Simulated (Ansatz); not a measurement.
Partial pair distribution functions of a relaxed model of amorphous In9Ga9Zn9O35F, broadened by 0.06 Å; density 5.90 g/cm³. The numbers are results of PBE, scalar-relativistic without spin-orbit coupling (plane waves to 420 eV, PAW; Ansatz, a first-principles code), not measurements. The usual formal charges leave 1 electrons over, so the level spacing at the Fermi energy parts defect or band states and needn't be the band gap.

Preparation: random packing, a CHGNet melt and quench, and a DFT relaxation. O and F atoms were pushed apart under 1.9 Å during the dynamics, to hinder bonds among them. The hot cell started wider than the set density and was brought back towards it in steps. It is the lowest in DFT energy of 2 quenches. It is a model cell: composition and starting density were chosen by hand, and all elements were melted together. No dispersion term was used. Its density started from a set value of 5.90 and ended at 5.90 g/cm³. The quench (nominally 320 K/ps over its main leg) was far faster than any real one, so the model tends to hold more defects than a real film. One small periodic cell is one sample of the glass; other quenches scatter about these values. The volume was held where the preparation left it and the shape relaxed, at a PBE pressure of -0.4 GPa (tension).

| r (Å) | g In-O | g Ga-O | g In-In | g Ga-Ga |
|---|---|---|---|---|
| 1.65 | 0.00 | 0.01 | 0.00 | 0.00 |
| 1.75 | 0.00 | 0.67 | 0.00 | 0.00 |
| 1.85 | 0.00 | 6.48 | 0.00 | 0.00 |
| 1.95 | 0.21 | 9.32 | 0.00 | 0.00 |
| 2.05 | 3.29 | 3.83 | 0.00 | 0.00 |
| 2.15 | 7.98 | 1.79 | 0.00 | 0.00 |
| 2.25 | 5.38 | 0.46 | 0.00 | 0.00 |
| 2.35 | 1.74 | 0.06 | 0.00 | 0.00 |
| 2.45 | 0.81 | 0.23 | 0.00 | 0.00 |
| 2.55 | 0.18 | 0.19 | 0.00 | 0.00 |
| 2.65 | 0.00 | 0.15 | 0.00 | 0.00 |
| 2.75 | 0.00 | 0.02 | 0.00 | 0.02 |
| 2.85 | 0.07 | 0.14 | 0.00 | 1.04 |
| 2.95 | 0.34 | 0.13 | 0.00 | 4.98 |
| 3.05 | 0.24 | 0.20 | 0.26 | 4.66 |
| 3.15 | 0.15 | 0.33 | 1.41 | 3.20 |
| 3.25 | 0.48 | 0.60 | 3.58 | 2.30 |
| 3.35 | 0.52 | 0.86 | 4.78 | 1.55 |
| 3.45 | 0.53 | 0.96 | 4.90 | 1.96 |
| 3.55 | 0.41 | 0.82 | 3.00 | 1.96 |
| 3.65 | 0.63 | 0.83 | 1.98 | 1.17 |
| 3.75 | 0.78 | 0.95 | 1.26 | 0.15 |
| 3.85 | 0.84 | 1.23 | 0.93 | 0.03 |
| 3.95 | 1.02 | 1.22 | 1.40 | 0.45 |
| 4.05 | 1.00 | 1.42 | 1.16 | 0.71 |
| 4.15 | 1.10 | 1.49 | 1.42 | 0.71 |
| 4.25 | 1.09 | 1.52 | 0.88 | 0.65 |
| 4.35 | 1.26 | 1.32 | 0.51 | 0.20 |

Within 2.64 Å each In has 5.22 O neighbours on average.
